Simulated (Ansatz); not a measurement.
Levels about the gap of amorphous Si24O48Zn (73 atoms in a cell of 1095 Å³, 2.29 g/cm³; zone centre alone, so wide bands show as single levels with stretches between that a denser mesh fills), at the geometry that PBE relaxed, where it gives 0.0 GPa on a denser mesh. The participation number counts the atoms over which a state spreads; weights are charges in smoothed Voronoi cells. The levels come from a single point, so bond lengths are those of that geometry. Method of the levels: PBE, scalar-relativistic without spin-orbit coupling (Ansatz, a quantum-chemistry and plane-wave program). Sampling: the zone centre alone; Fermi-Dirac width 0.02 eV; no spin polarisation. The usual formal charges leave 2 electrons over, so the level spacing at the Fermi energy parts defect or band states and needn't be the band gap. At PBE the levels at the filled edge of the gap are localised (band-tail or defect states), and the nearest spread-out levels lie 5.1 eV apart at the zone centre.

It comes from a melt-quench run on a machine-learned potential (CHGNet), relaxed afterwards by DFT. O atoms were pushed apart under 1.9 Å during the dynamics, to hinder bonds among them. The hot cell started wider than the set density and was brought back towards it in steps. It is the lowest in DFT energy of 2 quenches. It is a model cell: composition and starting density were chosen by hand, and all elements were melted together. No dispersion term was used. Its density started from a set value of 2.28 and ended at 2.29 g/cm³. The quench (nominally 320 K/ps over its main leg) was far faster than any real one, so the model tends to hold more defects than a real film. A cell of this size samples the disorder only roughly. The volume was free in the relaxation, at fixed shape. Stress components on the final sampling reach 2.9 GPa. On a 2×2×2 Γ-centred mesh force components of up to 0.14 eV/Å stay, since the relaxation ran on the zone centre alone.

```
E - E(highest filled), eV  filling  participation number        largest on  weight O  weight Zn  weight Si
-------------------------  -------  --------------------  ----------------  --------  ---------  ---------
-2.93                       filled                  12.7   O, 2 neighbours      0.94       0.01       0.05
-2.86                       filled                   8.1   O, 2 neighbours      0.95       0.00       0.05
-2.83                       filled                   7.0   O, 2 neighbours      0.94       0.01       0.05
-2.46                       filled                   3.5   O, 2 neighbours      0.84       0.11       0.04
-2.24                       filled                   3.1   O, 2 neighbours      0.93       0.02       0.05
-1.96                       filled                   2.0   O, 2 neighbours      0.91       0.05       0.05
0.00                        filled                   4.7  Zn, 2 neighbours      0.41       0.41       0.18
2.06                         empty                  35.8  Si, 4 neighbours      0.63       0.01       0.36
3.14                         empty                  15.9  Zn, 2 neighbours      0.50       0.19       0.31
3.49                         empty                  33.2  Si, 4 neighbours      0.62       0.03       0.35
3.80                         empty                  26.6  Zn, 2 neighbours      0.51       0.08       0.40
4.01                         empty                  42.0   O, 2 neighbours      0.65       0.03       0.32
4.16                         empty                  36.2   O, 2 neighbours      0.62       0.04       0.34
4.18                         empty                  48.5   O, 2 neighbours      0.67       0.02       0.31
```

Most localised among these is the filled level at -1.96 eV, on a O atom, which has 2 neighbours (Si 1.58 Å, Zn 1.88 Å).
